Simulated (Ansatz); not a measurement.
Consider the following.

```xyz
3
Lattice="0.0000 2.9281 2.9281 2.9281 0.0000 2.9281 2.9281 2.9281 0.0000" Properties=species:S:1:pos:R:3 pbc="T T T"
Li     1.4640     1.4640     1.4640
Li     4.3921     4.3921     4.3921
Se     0.0000     0.0000     0.0000
```

No spin polarisation.

Method: Kohn–Sham DFT with the PBE functional, run in Ansatz (an electronic-structure program) with PAW and 420 eV plane waves, no spin-orbit coupling. Γ-centred 10×10×10 mesh, Fermi–Dirac width 0.05 eV.

Q: What is the computed hole mass (degenerate bands, along [100])?

A: 0.36, 0.76, 0.76 mₑ (at Γ).

Q: Estimate the electron mass.

A: 0.61 mₑ along k, 0.30 mₑ across (at X).

The levels and masses belong to the bands next to the band gap. The cells carry an imposed strain or load. Effective masses come from finite differences of ±0.01 Å⁻¹. Along k means along the line from Γ to the band edge. No phonon test of stability was made. The cell was made from Li2Se in the anti-fluorite structure (space group Fm-3m, No. 225) by this change: isotropic strain −2.50 %.
